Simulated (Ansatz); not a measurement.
Gap of a (8,8) MoS2 nanotube at several levels, all on one geometry.

Levels: PBE (plane waves to 420 eV, PAW; Ansatz, a quantum-chemistry and plane-wave program); PBE with spin-orbit coupling (Ansatz); r2SCAN (plane waves to 500 eV, PAW; Ansatz). Unmarked values and the geometry are of the first. Mesh 1×1×10. No spin polarisation, so a magnetic state wasn't tested. One-dimensional cell, images about 11 Å apart. An idealised model, rolled from the flat sheet. It keeps the symmetry and period of its start, so it need not be a minimum against all distortions. Values not marked SOC lack spin–orbit coupling.

```csv
level,gap (eV)
PBE,0.64
PBE+SOC,?
r2SCAN,0.70
```

Task: What belongs in the gaps?

Result: 
- PBE+SOC, gap (eV): 0.64
